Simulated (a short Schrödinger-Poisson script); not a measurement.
Stack: MOS inversion layer, SiO2 on p-type Si(110), at 300 K.

```csv
layer,material,thickness (nm),Na (cm⁻³)
1,SiO2,1.5,-
2,Si,730,3.5e17
```

Constants are typed, rounded textbook-type inputs, not results; the design itself was drawn at random and stands for no fabricated device. SiO2: permittivity 3.9, conduction-band edge (eV) 3.15, gap (eV) 9, electron mass (mₑ) 0.5. Si: permittivity 11.7, conduction-band edge (eV) 0, gap (eV) 1.124, Nv at 300 K (cm⁻³) 3.1e19.

Channel valleys (confinement mass, in-plane density-of-states mass, number): Δ4 0.315, 0.324, 4; Δ2 0.19, 0.417, 2. At the gate the conduction-band edge of layer 1 lies 3.44 eV − eVg above the Fermi level of the channel; the field vanishes at the back. Gaps are held at their typed values at every temperature. Mesh 0.03 nm at interfaces.

Solved with a short Schrödinger-Poisson script written for these runs: 1D Poisson equation in equilibrium, electrons quantum, Hartree (BenDaniel-Duke, 12 states a valley, the channel's in-plane mass for all, wave functions ending at the dielectric), parabolic valleys, classical holes, full ionisation, no traps, pinning or gate leakage.

At Vg = 1.15 V the centroid of the electrons lies 1.97 nm from the interface.

Estimate the gate capacitance as the dielectric in series with that distance, and compare.

The dielectric alone has 2.30 μF/cm²; in series with 1.97 nm of the channel's permittivity, 1.60 μF/cm²; the run gives 1.70 μF/cm². The estimate leaves out the density-of-states capacitance and the centroid's move with voltage.
